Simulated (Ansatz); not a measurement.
**What a tighter setting buys: vacuum between outermost atoms (Å), a (110) slab of Ta (cut from a parent of space group no. 229; 6 atoms in the cell)**

```
CELL_PARAMETERS angstrom
      3.39161     0.00000     0.00000
      0.00000     4.79647     0.00000
      0.00000     0.00000    16.68080
ATOMIC_POSITIONS crystal
  Ta 0.00000 0.75000 0.35969
  Ta 0.50000 0.25000 0.35969
  Ta 0.00000 0.25000 0.50000
  Ta 0.50000 0.75000 0.50000
  Ta 0.00000 0.75000 0.64031
  Ta 0.50000 0.25000 0.64031
```

Method: PBEsol, PAW files made with PBE (plane waves; Ansatz, a program for electronic structure).

Base settings: basis.ecutwfc = 420 eV; kpoints.mp_grid.grid = 8 6 1; hamiltonian.xc = pbesol; hamiltonian.pseudopotentials = {kind: paw} (the program's default PAW files); scf.occupations.method = gaussian; scf.occupations.width = 0.1 eV; efield.axis = 3; efield.dipole_correction = true.

Misses are taken against the tightest run, 28.0, which need not be fully converged itself. The energy is the free energy per atom.

The count of work is k-points × plane waves × bands × iterations; it is no time, and leaves out set-up, grids and terms that scale otherwise. 

The starting cell comes from a database of computed structures (which also holds hypothetical and non-ambient phases and stackings), without a prior relaxation at this level. The slab is cut from that crystal, and its faces are unrelaxed. Its lattice was rescaled in the plane by a random factor within 2.5 % of one. Spin polarisation is off. In the base run, forces exceed 1 eV/Å.

| vacuum between outermost atoms (Å) | energy less reference (meV/atom) | largest difference in the force on any atom (eV/Å) | count of work / reference |
|---|---|---|---|
| 3.0 | -545.61 | 0.556 | 0.26 |
| 4.0 | -252.50 | 0.812 | 0.33 |
| 5.0 | -79.06 | 0.273 | 0.30 |
| 6.0 | -21.87 | 0.085 | 0.33 |
| 8.0 | -1.77 | 0.007 | 0.39 |
| 10.0 | -0.18 | 0.001 | 0.45 |
| 12.0 | -0.02 | 0.000 | 0.51 |
| 15.0 | 0.00 | 0.000 | 0.60 |
| 18.0 | 0.00 | 0.000 | 0.70 |
| 22.0 | -0.01 | 0.000 | 0.82 |
| 28.0 | 0.00 | 0.000 | 1.0 |

Coarsest setting among those run that, with all tighter ones, holds the energy within 20 meV/atom of the reference: 8.0, off by 1.8 meV/atom; it needs 0.39 of the reference's count of work.

The step from 3.0 to 15.0: it takes the miss in the energy from 550 to 0.00 meV/atom, for 2.3 times the count of work.

Left out of this page: 1 run of the series outside the window shown, repeating another row's setting, or not comparable.

Keys are those of Ansatz 0.2.
